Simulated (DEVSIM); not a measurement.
# abrupt Ge n-p junction

Structure: abrupt Ge n-p junction, at 250 K.

```tsv
layer (left to right)	material	thickness (μm)	Nd (cm⁻³)	Na (cm⁻³)	τn (s)	τp (s)
1	Ge	0.210	5.5e16	-	7.7e-5	7.7e-5
2	Ge	2.30	-	4.5e17	7.7e-5	7.7e-5
```

Left contact: ohmic. Right contact: ohmic. Voltage is applied to the left contact. Recombination: SRH at mid-gap, Auger. Mobility is constant in doping.

This is a model device: material constants are rounded textbook-type values typed into the input, and sizes, dopings and lifetimes were drawn at random. Values at 300 K; Nc and Nv go as T^1.5, mobilities as T to minus their exponent, the gap by Varshni's rule with the affinity fixed.

```
parameter               Ge
----------------  --------
gap (eV)             0.664
affinity (eV)            4
permittivity            16
Nc (cm⁻³)          1.04e19
Nv (cm⁻³)             6e18
μn (cm²/Vs)           3900
μp (cm²/Vs)           1900
T exponent of μn      1.66
T exponent of μp      2.33
Cn (cm⁶/s)           1e-31
Cp (cm⁶/s)           1e-31
Varshni α (eV/K)  0.000477
Varshni β (K)          235
```

Simulated with DEVSIM: 1D drift-diffusion, Boltzmann statistics, complete ionisation; no tunnelling, impact ionisation, image-force lowering or self-heating.

| Property | Result |
|---|---|
| Potential step across the device at zero bias | 0.526 V |
| Largest field in the device at zero bias | 74000 V/cm |
| Dark forward voltage at 1 A/cm² | 0.250 V |
| Dark forward voltage at 100 A/cm² | 0.353 V |

Dark forward current:

```json
[
 {"V (V)": "-0.05", "J (A/cm²)": "-0.00011"},
 {"V (V)": "-0.10", "J (A/cm²)": "-0.0011"},
 {"V (V)": "-0.15", "J (A/cm²)": "-0.011"},
 {"V (V)": "-0.20", "J (A/cm²)": "-0.10"},
 {"V (V)": "-0.25", "J (A/cm²)": "-0.98"},
 {"V (V)": "-0.30", "J (A/cm²)": "-9.3"},
 {"V (V)": "-0.35", "J (A/cm²)": "-87"},
 {"V (V)": "-0.40", "J (A/cm²)": "-780"},
 {"V (V)": "-0.45", "J (A/cm²)": "-5300"}
]
```
